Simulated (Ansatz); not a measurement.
# Ti3Al, pressure series

The parent structure is Ti₃Al (space group P6_3/mmc, No. 194; a = 5.747 Å, c = 4.632 Å).

Cell and atoms are relaxed at each pressure.

Calculations: Ansatz (an electronic-structure program), r2SCAN, PAW, cutoff 500 eV, no spin-orbit coupling.

| pressure (GPa) | volume per atom (Å³/atom) |
|---|---|
| -2 | 16.844 |
| 0 | 16.560 |
| 1.8 | 16.322 |
| 4.2 | ? |
| 9 | 15.502 |
| 18 | 14.686 |
| 30 | 13.830 |
| 45 | 12.992 |
| 60 | 12.319 |

Task: Fit the third-order Birch–Murnaghan form P(V) = (3B₀/2)[(V₀/V)^(7/3) − (V₀/V)^(5/3)]·[1 + (3/4)(B₀′ − 4)((V₀/V)^(2/3) − 1)] (squares taken in P) to the rows shown and predict the withheld row.

Result: Least squares on the printed values gives V₀ = 16.559 Å³/atom, B₀ = 122 GPa, B₀′ = 3.5; this predicts 16.028 Å³/atom, and the run gives 16.027 Å³/atom, in agreement.

Load acts through the strain it causes; cell and atoms are relaxed under it. No phonon test of stability was made. Competing high-pressure phases were not computed. The final runs are not spin-polarised.
